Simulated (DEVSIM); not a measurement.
Structure: Pd/SiO2/p-Si capacitor, at 300 K.

```
layer (left to right)  material  thickness (nm)  Na (cm⁻³)
---------------------  --------  --------------  ---------
1                          SiO2            2.00          -
2                            Si           14000     1.6e15
```

Metal gate on the left, work function 5.2 eV. Fixed charge at the semiconductor interface -5.1e10 cm⁻² (in units of +e); no interface traps.

The device is made up for the run: typed textbook-type constants, with dimensions and the other settings drawn at random. Values at 300 K.

```
parameter      SiO2       Si
-------------  ----  -------
gap (eV)          9    1.124
affinity (eV)   0.9     4.05
permittivity    3.9     11.7
Nc (cm⁻³)         -  2.86e19
Nv (cm⁻³)         -   3.1e19
```

Model (solved in DEVSIM): 1D Poisson equation in equilibrium, Boltzmann statistics, complete ionisation; no quantum confinement or tunnelling. Metal contacts follow the ideal Schottky-Mott rule: no Fermi-level pinning, no interface dipoles.

The gate work function was swept, all else fixed.

| gate work function (eV) | threshold voltage (band bending 2φF) (V) | flat-band voltage (V) | minimum of the low-frequency capacitance (μF/cm²) |
|---|---|---|---|
| 4.9 | 0.61 | -0.01 | 0.0167 |
| 5.05 | 0.76 | 0.14 | 0.0172 |
| 5.2 | 0.91 | 0.29 | 0.0167 |
| 5.35 | 1.06 | 0.44 | 0.0172 |
| 5.5 | 1.21 | 0.59 | 0.0167 |

From the first row to the last the threshold voltage (band bending 2φF) goes from 0.61 to 1.21. From the first row to the last the flat-band voltage goes from -0.01 to 0.59.
